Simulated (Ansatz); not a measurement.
Base system: ZrB₂ (space group P6/mmm, No. 191; a = 3.155 Å, c = 3.506 Å).

Method: plane-wave PAW DFT at the PBEsol level (Ansatz, a program for electronic structure, 420 eV), spin-orbit coupling left out.

Base values:

The volume per atom is 10.08 Å³.

Now apply this change: a hydrostatic pressure of 30 GPa.

Q: Predict the new volume per atom.

A: The volume per atom falls by 0.95 Å³ to 9.13 Å³.

Load acts through the strain it causes; cell and atoms are relaxed under it. Stability against distortions was not tested. No other phases were tried under pressure. All final runs are without spin polarisation.
